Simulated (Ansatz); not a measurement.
Results of PBE0 in Ansatz (plane waves, PAW) for MgO (R-3m, No. 166, 16 atoms in the cell; start mp-1180973; a measured phase of this formula has another space group).

Numerical settings: plane-wave cutoff 460 eV, 8×8×8 k mesh, Fermi–Dirac smearing 0.01 eV, scalar-relativistic PAW data made under PBE.

Cell (relaxed with PBEsol):

```xyz
16
Lattice="1.4840 0.8568 19.7934 -1.4840 0.8568 19.7934 0.0000 -1.7136 19.7934" Properties=species:S:1:pos:R:3 pbc="T T T"
Mg     0.0000     0.0000    22.3050
Mg     0.0000     0.0000    37.0753
Mg     0.0000     0.0000    47.0469
Mg     0.0000     0.0000    12.3335
Mg     0.0000     0.0000    54.3569
Mg     0.0000     0.0000     5.0234
Mg     0.0000     0.0000    29.6902
Mg     0.0000     0.0000     0.0000
O      0.0000     0.0000     8.6784
O      0.0000     0.0000    50.7019
O      0.0000     0.0000    26.0353
O      0.0000     0.0000    33.3450
O      0.0000     0.0000    18.5785
O      0.0000     0.0000    40.8018
O      0.0000     0.0000    15.9849
O      0.0000     0.0000    43.3955
```

Estimate the band gap and smallest direct gap on the k points sampled that the calculation returns.


* **band gap**: 6.50 eV
* **smallest direct gap on the k points sampled**: 6.51 eV

Note: cell and atoms aren't relaxed at this level (pressure -1.4 GPa).

It cost about 50 core-minutes (a rough figure) of CPU time.

A start named mp-… is a Materials Project structure, which need not be a measured phase.

Ansatz is a program for electronic structure.
